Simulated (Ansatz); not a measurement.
# Bi2SO2 (Pnnm, No. 58, 10 atoms in the cell; start mp-27891)

Computed with dielectric-dependent PBEsol hybrid (Ansatz, a first-principles code, plane waves, PAW).

Numerical settings: plane-wave cutoff 460 eV, 6×2×6 k mesh (along the axes of the cell as run), Fermi–Dirac smearing 0.01 eV, scalar-relativistic PAW data made under PBE.

Cell (relaxed with PBEsol):

```
Bi2O2S
1.0
    3.82063     0.00000     0.00000
    0.00000    11.90857     0.00000
    0.00000     0.00000     3.81868
Bi S O
4 2 4
Cartesian
  1.83481  10.21405   1.90934
  1.98582   1.69452   1.90934
  3.74512   7.64881   0.00000
  0.07551   4.25976   0.00000
  0.00000   0.00000   0.00000
  1.91031   5.95428   1.90934
  1.85518   8.93080   0.00000
  1.96545   2.97776   0.00000
  3.76549   8.93205   1.90934
  0.05514   2.97652   1.90934
```

| Item | Result |
|---|---|
| band gap | 1.22 eV (on the SCF k mesh) |
| smallest direct gap on the k points sampled | 1.55 eV |

Note: cell and atoms aren't relaxed at this level (largest force component 0.21 eV/Å, pressure -1.3 GPa).

Spin–orbit coupling is not included; with these elements it can move the gap by several tenths of an eV or more.

Computed values are for the static lattice.

A start named mp-… is a Materials Project structure, which need not be a measured phase.
